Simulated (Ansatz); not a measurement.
The starting structures come from a database of crystals and need not be the phases stable at ambient conditions.

 Where the default PAW files enter, the runs use the earlier of Ansatz's two default sets.

Inside the gap of an insulator the Bloch states are evanescent, with a wavenumber k + iκ along the transport direction.

```
ScF3
1.0
    5.70039     0.00000     0.00000
   -0.00486     8.06329     0.00000
    2.84777     4.03164     2.85141
Sc F
2 6
Direct
  0.00000   0.50000   0.00000
  0.00000   0.00000   0.00000
  0.02342   0.27342   0.95316
  0.97658   0.72658   0.04684
  0.50000   0.22658   0.52342
  0.50000   0.77342   0.47658
  0.97658   0.75000   0.52342
  0.02342   0.25000   0.47658
```

Space group of this cell: R-3c. The cell is taken as given.

Transport runs along the normal of the first two printed cell vectors, the (110) plane of the conventional cell.

No gap correction and no spin-orbit coupling; mid-gap values are interpolated between computed energies.

Compute, with r2SCAN (Ansatz, an electronic-structure program), the band gap and the smallest decay constant κ at mid-gap.

Gap 6.97 eV on a 10×10×10 mesh; κ = 0.581 1/Å, at the zone centre.
